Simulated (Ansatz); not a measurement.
Cell and atoms of amorphous Si20B4O46:

```xyz
70
Lattice="10.8677 -0.1526 0.0543 -0.1526 9.9057 -0.2009 0.0543 -0.2009 10.5529" Properties=species:S:1:pos:R:3 pbc="T T T"
Si     3.2759     2.0289     2.3540
Si     9.7893     7.4734     1.3184
Si     5.5050     5.3677     8.8964
Si     0.9910     5.3251     1.3073
Si     9.0116     8.7232     8.1801
Si     7.1759     7.1929    10.1760
Si     3.2611     0.6707    10.2417
Si     1.7790     5.1479     6.3056
Si     0.1929     2.5046     2.1154
Si     6.0756     3.6823     6.3192
Si     2.9454     6.2064     3.6902
Si     4.5189     8.0055     9.4752
Si     8.4155     7.4225     4.0694
Si     3.3704     3.8761     0.0751
Si     9.8818     2.0797     4.9166
Si     5.7140     6.1358     4.3338
Si     9.8942     6.2865     6.6583
Si     4.1262     1.4112     5.3184
Si     3.8525     8.1973     5.5331
Si     0.1826     0.1249    10.4838
B      8.4744    -0.1467     5.7325
B      1.5164     2.3707     6.0503
B      2.8790     7.0472     7.9586
B      8.7799     3.9536     6.4785
O      6.9508     5.6535     9.6233
O      1.9301     6.0251     2.4512
O      8.6831     1.1676     5.4603
O      8.0135     8.9449     4.4750
O      7.0674     6.6445     3.5770
O      5.6244     7.9978     0.1007
O      4.5228     4.7007    10.0192
O      2.6458     5.1433     4.9165
O      9.1706     4.9739     7.3121
O      1.9363     4.6795     0.1332
O     10.7284     1.5843     0.7716
O      4.0807     1.7686     3.7271
O      9.5756     3.6070     5.4050
O      5.3033     2.3014     5.9881
O      5.1451     6.9109     8.3563
O      0.4292     1.7294     5.5175
O      5.1946     7.2491     5.4329
O      8.3937     9.3478     6.8302
O      9.9680     1.9546     3.3016
O      1.7432     0.1071     9.9834
O      8.9792     6.6997     5.3960
O     -0.0775     6.4305     0.7686
O      9.5937     7.4451     2.9405
O      4.4569    -0.1628     5.5474
O      3.7554     3.4214     1.6180
O      5.4271     4.3871     7.6270
O      0.5056     6.1143     6.0479
O      9.9732     7.4562     7.7867
O      2.7160     1.7264     6.0429
O      3.0957     8.0179     6.9790
O      4.5045     5.9460     3.2407
O      0.1009     4.1159     1.9383
O      1.3961     3.6110     6.6373
O      7.6009     3.3101     6.7037
O      1.6767     2.1093     2.6763
O     10.4783     8.8624     0.8129
O      8.2614     7.3120     0.7675
O      2.8440     7.7288     4.3124
O      2.5320     5.7594     7.6259
O      2.9777     7.3917     9.3237
O     10.0744    -0.1207     9.2274
O      7.7288     8.2335     9.0477
O      6.0392     4.7161     5.0621
O      3.5315     0.8036     1.3003
O      3.3392     2.2557     9.7717
O      4.2588     9.6305     9.3244
```

All values below come from PBE, scalar-relativistic without spin-orbit coupling (plane waves to 420 eV, PAW; Ansatz, an electronic-structure program).

The cell was made by melting and quenching with the CHGNet potential and then relaxed with DFT. O atoms were pushed apart under 1.9 Å during the dynamics, to hinder bonds among them. The hot cell started wider than the set density and was brought back towards it in steps. It is the lowest in DFT energy of 2 quenches. It is a model cell: composition and starting density were chosen by hand, and all elements were melted together. No dispersion term was used. Its density started from a set value of 2.25 and ended at 1.96 g/cm³. The quench (nominally 390 K/ps over its main leg) was far faster than any real one, so the model tends to hold more defects than a real film. Values belong to this one cell and scatter from quench to quench. Volume and shape were free in the relaxation.

Bonds are counted up to Si-Si 2.60 Å, Si-B 2.28 Å, Si-O 1.90 Å, B-B 1.97 Å, B-O 1.80 Å, O-O 1.58 Å. Two cations that share two anions don't count as bonded, nor two that share one unless they lie closer than Si-Si 2.38 Å, Si-B 2.09 Å, B-B 1.80 Å.

Task: Give the coordination numbers, mean bond lengths and angles.

Result: 
| Property | Result |
|---|---|
| Mean coordination of Si by anions | 4.00 (20 with 4) |
| Mean coordination of B by anions | 3.00 (4 with 3) |
| Mean coordination of O | 2.00 (46 with 2) |
| Mean Si-O bond | 1.635 Å (spread 0.016 Å, 80 counted) |
| Mean B-O bond | 1.375 Å (spread 0.015 Å, 12 counted) |
| Bond angle at Si | mean 109.5°, spread 4.5° |
| Bond angle at B | mean 120.0°, spread 1.8° |
| Bond angle at O | mean 138.2°, spread 13.5° |

Task: List the pairs of like atoms that count as bonded by the rules above.

Result: There are none by these rules.

Task: What Bader charges do the atoms carry, from a run on the zone centre alone?

Result: Means (range): Si +3.28 e (+3.24 to +3.31), B +2.38 e (+2.37 to +2.39), O -1.63 e (-1.66 to -1.60).
```json
[
 {"atom": "Si1", "charge (e)": "+3.28"},
 {"atom": "Si2", "charge (e)": "+3.29"},
 {"atom": "Si3", "charge (e)": "+3.27"},
 {"atom": "Si4", "charge (e)": "+3.29"},
 {"atom": "Si5", "charge (e)": "+3.29"},
 {"atom": "Si6", "charge (e)": "+3.27"},
 {"atom": "Si7", "charge (e)": "+3.27"},
 {"atom": "Si8", "charge (e)": "+3.29"},
 {"atom": "Si9", "charge (e)": "+3.29"},
 {"atom": "Si10", "charge (e)": "+3.30"},
 {"atom": "Si11", "charge (e)": "+3.28"},
 {"atom": "Si12", "charge (e)": "+3.24"},
 {"atom": "Si13", "charge (e)": "+3.29"},
 {"atom": "Si14", "charge (e)": "+3.28"},
 {"atom": "Si15", "charge (e)": "+3.29"},
 {"atom": "Si16", "charge (e)": "+3.28"},
 {"atom": "Si17", "charge (e)": "+3.29"},
 {"atom": "Si18", "charge (e)": "+3.31"},
 {"atom": "Si19", "charge (e)": "+3.28"},
 {"atom": "Si20", "charge (e)": "+3.29"},
 {"atom": "B21", "charge (e)": "+2.39"},
 {"atom": "B22", "charge (e)": "+2.39"},
 {"atom": "B23", "charge (e)": "+2.37"},
 {"atom": "B24", "charge (e)": "+2.38"},
 {"atom": "O25", "charge (e)": "-1.63"},
 {"atom": "O26", "charge (e)": "-1.65"},
 {"atom": "O27", "charge (e)": "-1.62"},
 {"atom": "O28", "charge (e)": "-1.62"},
 {"atom": "O29", "charge (e)": "-1.64"},
 {"atom": "O30", "charge (e)": "-1.62"},
 {"atom": "O31", "charge (e)": "-1.64"},
 {"atom": "O32", "charge (e)": "-1.65"},
 {"atom": "O33", "charge (e)": "-1.61"},
 {"atom": "O34", "charge (e)": "-1.64"},
 {"atom": "O35", "charge (e)": "-1.64"},
 {"atom": "O36", "charge (e)": "-1.64"},
 {"atom": "O37", "charge (e)": "-1.62"},
 {"atom": "O38", "charge (e)": "-1.64"},
 {"atom": "O39", "charge (e)": "-1.62"},
 {"atom": "O40", "charge (e)": "-1.62"},
 {"atom": "O41", "charge (e)": "-1.64"},
 {"atom": "O42", "charge (e)": "-1.63"},
 {"atom": "O43", "charge (e)": "-1.64"},
 {"atom": "O44", "charge (e)": "-1.64"},
 {"atom": "O45", "charge (e)": "-1.66"},
 {"atom": "O46", "charge (e)": "-1.64"},
 {"atom": "O47", "charge (e)": "-1.64"},
 {"atom": "O48", "charge (e)": "-1.64"},
 {"atom": "O49", "charge (e)": "-1.64"},
 {"atom": "O50", "charge (e)": "-1.65"},
 {"atom": "O51", "charge (e)": "-1.65"},
 {"atom": "O52", "charge (e)": "-1.65"},
 {"atom": "O53", "charge (e)": "-1.63"},
 {"atom": "O54", "charge (e)": "-1.62"},
 {"atom": "O55", "charge (e)": "-1.63"},
 {"atom": "O56", "charge (e)": "-1.64"},
 {"atom": "O57", "charge (e)": "-1.62"},
 {"atom": "O58", "charge (e)": "-1.62"},
 {"atom": "O59", "charge (e)": "-1.66"},
 {"atom": "O60", "charge (e)": "-1.65"},
 {"atom": "O61", "charge (e)": "-1.65"},
 {"atom": "O62", "charge (e)": "-1.64"},
 {"atom": "O63", "charge (e)": "-1.62"},
 {"atom": "O64", "charge (e)": "-1.60"},
 {"atom": "O65", "charge (e)": "-1.64"},
 {"atom": "O66", "charge (e)": "-1.65"},
 {"atom": "O67", "charge (e)": "-1.65"},
 {"atom": "O68", "charge (e)": "-1.64"},
 {"atom": "O69", "charge (e)": "-1.63"},
 {"atom": "O70", "charge (e)": "-1.62"}
]
```
